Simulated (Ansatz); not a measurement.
LiF (model structure, F-43m, No. 216, 2 atoms in the cell) was calculated with r²SCAN in Ansatz (PAW).

Numerical settings: plane-wave cutoff 560 eV, 14×14×14 k mesh, Fermi–Dirac smearing 0.01 eV, scalar-relativistic PAW data made under PBE.

Cell (relaxed at this level):

```cif
data_F4Li4
_chemical_formula_sum 'Li4 F4'
_space_group_name_H-M_alt 'F-43m'
_space_group_IT_number 216
_space_group_name_Hall 'F -4 2 3'
_cell_length_a 4.28880
_cell_length_b 4.28880
_cell_length_c 4.28880
_cell_angle_alpha 90.000
_cell_angle_beta 90.000
_cell_angle_gamma 90.000
loop_
_atom_site_label
_atom_site_type_symbol
_atom_site_symmetry_multiplicity
_atom_site_Wyckoff_symbol
_atom_site_fract_x
_atom_site_fract_y
_atom_site_fract_z
_atom_site_occupancy
Li1 Li 4 a 0.00000 0.00000 0.00000 1
F1 F 4 d 0.75000 0.75000 0.75000 1
```
(The calculation used a cell of 2 atoms; values per cell refer to that cell.)

Predict the band gap.


- band gap: 8.67 eV (direct)

Note: the relaxation could raise the start's symmetry but not lower it, so the cell can be a saddle point.

A model structure was made by putting elements into a prototype or built by hand; it is no filed structure, need not be a known phase, and can be a saddle point held by its symmetry.

Ansatz is an electronic-structure program.
